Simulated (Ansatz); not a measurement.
Results of LDA (PAW; Ansatz, a program for electronic structure) for cubic perovskite CsPbBr3 (cubic high-temperature phase).

Settings: plane-wave cutoff 520 eV, 6×6×6 k mesh, Fermi–Dirac smearing 0.01 eV, scalar-relativistic PAW data made under PBE.

The cell is scaled about its equilibrium volume:

| V (Å³/atom) | P (GPa) | direct gap at Γ (eV) | smallest gap on the k mesh (eV) |
|---|---|---|---|
| 36.116 | 1.83 | 4.891 | 0.858 |
| 36.884 | 1.15 | 4.850 | 0.967 |
| 37.652 | 0.54 | 4.811 | 1.070 |
| 38.421 | 0.00 | 4.774 | 1.165 |
| 39.189 | -0.48 | 4.739 | 1.254 |
| 39.958 | -0.91 | 4.705 | 1.337 |
| 40.726 | -1.29 | 4.673 | 1.414 |

The fundamental gap (1.17 eV at the equilibrium volume, with added k points) lies elsewhere than Γ–Γ.

Note: the relaxation could not lower the start's symmetry, so the cell can be a saddle point above a distorted one.

Spin–orbit coupling is not included; with these elements it can move the gap by several tenths of an eV or more.
